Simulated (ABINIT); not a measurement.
ABINIT run on CuI (F-43m, 2 atoms in the cell): self-consistent single point

Level of theory: LDA (PW92), PAW (JTH v2.0 LDA PAW) (plane waves; ABINIT 10.0.3).

This input was run:

```
# CuI, JTH v2.0 LDA PAW
pp_dirpath "./"
pseudos "Cu.LDA_PW-JTH.xml, I.LDA_PW-JTH.xml"
acell 4.3661227443 4.3661227443 4.3661227443 Angstrom
rprim
        -0.0000000000    0.7071067812    0.7071067812
         0.7071067812   -0.0000000000    0.7071067812
         0.7071067812    0.7071067812   -0.0000000000
natom 2
ntypat 2
znucl 29 53
typat 1 2
xred
         0.0000000000    0.0000000000    0.0000000000
         0.2500000000    0.2500000000    0.2500000000
ecut 60 Ry
pawecutdg 120 Ry
pawxcdev 0
ixc 7
occopt 3
tsmear 0.00073499
nband 18
kptopt 1
ngkpt 6 6 6
nshiftk 1
shiftk 0 0 0
nstep 50
tolvrs 1.0e-11
prtwf 0
prtden 0
enunit 2
```

Output (repeated stretches shortened):

```
 Symmetries : space group F-4 3 m (#216); Bravais cF (face-center cubic)

 -outvars: echo values of preprocessed input variables --------
            acell      8.2507762493E+00  8.2507762493E+00  8.2507762493E+00 Bohr
             ecut      3.00000000E+01 Hartree
           enunit           2
              ixc           7
         kptrlatt        6    0    0      0    6    0      0    0    6
          kptrlen      4.95046575E+01
            natom           2
            nband          18
            ngfft          45      45      45
          ngfftdg          60      60      60
             nkpt          16
            nstep          50
             nsym          24
           ntypat           2
           occopt           3
        pawecutdg      6.00000000E+01 Hartree
         pawxcdev           0
            rprim     -0.0000000000E+00  7.0710678120E-01  7.0710678120E-01
                       7.0710678120E-01 -0.0000000000E+00  7.0710678120E-01
                       7.0710678120E-01  7.0710678120E-01 -0.0000000000E+00
          spgroup         216
           tolvrs      1.00000000E-11
           tsmear      7.34990000E-04 Hartree
            typat      1  2
           useylm           1
             xred      0.0000000000E+00  0.0000000000E+00  0.0000000000E+00
                       2.5000000000E-01  2.5000000000E-01  2.5000000000E-01
            znucl       29.00000   53.00000

== DATASET  1 ==================================================================

 Exchange-correlation functional for the present dataset will be:
  LDA: Perdew-Wang 92 LSD fit to Ceperley-Alder data - ixc=7
 Citation for XC functional:
  J.P.Perdew and Y.Wang, PRB 45, 13244 (1992)

 Real(R)+Recip(G) space primitive vectors, cartesian coordinates (Bohr,Bohr^-1):
 R(1)=  0.0000000  5.8341798  5.8341798  G(1)= -0.0857018  0.0857018  0.0857018
 R(2)=  5.8341798  0.0000000  5.8341798  G(2)=  0.0857018 -0.0857018  0.0857018
 R(3)=  5.8341798  5.8341798  0.0000000  G(3)=  0.0857018  0.0857018 -0.0857018
 Unit cell volume ucvol=  3.9716359E+02 bohr^3
 Angles (23,13,12)=  6.00000000E+01  6.00000000E+01  6.00000000E+01 degrees

 Coarse grid specifications (used for wave-functions):

 getcut: wavevector=  0.0000  0.0000  0.0000  ngfft=  45  45  45
         ecut(hartree)=     30.000   => boxcut(ratio)=   2.16288

 Fine grid specifications (used for densities):

 getcut: wavevector=  0.0000  0.0000  0.0000  ngfft=  60  60  60
         ecut(hartree)=     60.000   => boxcut(ratio)=   2.08553

   3.07644785E+03                                ecore*ucvol(ha*bohr**3)

_setup2: Arith. and geom. avg. npw (full set) are    3116.681    3116.654

--- !BeginCycle
solver: {iscf: 17, nstep: 50, nline: 4, wfoptalg: 10, }
tolerances: {tolvrs: 1.00E-11, }
...

     iter   Etot(hartree)      deltaE(h)  residm     nres2
 ETOT  1  -205.76526356924    -2.058E+02 3.018E+01 1.798E+01
 ETOT  2  -210.04491274895    -4.280E+00 1.644E-01 1.370E+02
 ETOT  3  -209.91794596005     1.270E-01 4.200E-02 7.837E+00
 ETOT  4  -209.89850821135     1.944E-02 4.001E-02 3.117E+00
 ETOT  5  -209.88918975906     9.318E-03 1.936E-03 7.308E-01
 ETOT  6  -209.88639647956     2.793E-03 5.920E-04 4.523E-02
   [... 8 lines left out ...]
 ETOT 15  -209.88632185307     1.469E-11 2.598E-06 3.853E-09
 ETOT 16  -209.88632185307    -8.384E-12 3.199E-07 3.366E-09
 ETOT 17  -209.88632185307     6.168E-12 7.991E-07 4.634E-11
 ETOT 18  -209.88632185307     2.217E-12 9.903E-08 6.179E-11
 ETOT 19  -209.88632185307    -4.974E-12 2.466E-07 7.164E-12

 At SCF step   19       nres2   =  7.16E-12 < tolvrs=  1.00E-11 =>converged.

 Cartesian components of stress tensor (hartree/bohr^3)
  sigma(1 1)=  1.92807925E-04  sigma(3 2)=  0.00000000E+00
  sigma(2 2)=  1.92807925E-04  sigma(3 1)=  0.00000000E+00
  sigma(3 3)=  1.92807925E-04  sigma(2 1)=  0.00000000E+00

 ----iterations are completed or convergence reached----

 reduced coordinates (array xred) for    2 atoms
       0.000000000000      0.000000000000      0.000000000000
       0.250000000000      0.250000000000      0.250000000000
 cartesian forces (eV/Angstrom) at end:
    1     -0.00000000000000    -0.00000000000000    -0.00000000000000
    2     -0.00000000000000    -0.00000000000000    -0.00000000000000
 frms,max,avg= 0.0000000E+00 0.0000000E+00   0.000E+00  0.000E+00  0.000E+00 e/A
 length scales=  8.250776249290  8.250776249290  8.250776249290 bohr
              =  4.366122744300  4.366122744300  4.366122744300 angstroms
 Fermi (or HOMO) energy (hartree) =  -0.05353   Average Vxc (hartree)=  -0.32863
 Eigenvalues (hartree) for nkpt=  16  k points:
 kpt#   1, nband= 18, wtk=  0.00463, kpt=  0.0000  0.0000  0.0000 (reduced coord)
  -4.12909   -2.58043   -2.58043   -2.58043   -0.57593   -0.19371   -0.19371   -0.19371
  -0.13035   -0.13035   -0.06866   -0.06866   -0.06866   -0.03921    0.11234    0.11234
   0.11234    0.23086
      occupation numbers for kpt#   1
   2.00000    2.00000    2.00000    2.00000    2.00000    2.00000    2.00000    2.00000
   2.00000    2.00000    2.00000    2.00000    2.00000    0.00000    0.00000    0.00000
   0.00000    0.00000
 prteigrs : prtvol=0 or 1, do not print more k-points.

 Fermi (or HOMO) energy (eV) =  -1.45660   Average Vxc (eV)=  -8.94255
 Eigenvalues (   eV  ) for nkpt=  16  k points:
 kpt#   1, nband= 18, wtk=  0.00463, kpt=  0.0000  0.0000  0.0000 (reduced coord)
-112.35839  -70.21694  -70.21694  -70.21694  -15.67177   -5.27105   -5.27105   -5.27105
  -3.54694   -3.54694   -1.86844   -1.86844   -1.86844   -1.06693    3.05682    3.05682
   3.05682    6.28202
 prteigrs : prtvol=0 or 1, do not print more k-points.

--- !EnergyTerms
comment             : Components of total free energy in Hartree
kinetic             :  1.45933852519637E+01
hartree             :  7.64565760073119E+01
xc                  : -6.93186985797118E+00
Ewald energy        : -8.96916309249364E+01
psp_core            :  7.74604697917525E+00
local_psp           : -1.78869948578639E+02
spherical_terms     : -3.31888808169783E+01
internal            : -2.09886321940074E+02
'-kT*entropy'       : -9.83720130496339E-13
total_energy        : -2.09886321940075E+02
total_energy_eV     : -5.71129727327493E+03
...

-Cartesian components of stress tensor (GPa)         [Pressure= -5.6726E+00 GPa]
- sigma(1 1)=  5.67260403E+00  sigma(3 2)=  0.00000000E+00
- sigma(2 2)=  5.67260403E+00  sigma(3 1)=  0.00000000E+00
- sigma(3 3)=  5.67260403E+00  sigma(2 1)=  0.00000000E+00

 Calculation completed.
```

The run converged in 19 iterations.

The starting cell has typed, rounded lattice constants, without a prior relaxation at this level. Its lattice was rescaled by a random factor within 2.5 % of one. With a pressure of about -6 GPa the cell is away from its equilibrium volume at this level.

Cost on one core of a shared machine: roughly 40 s.
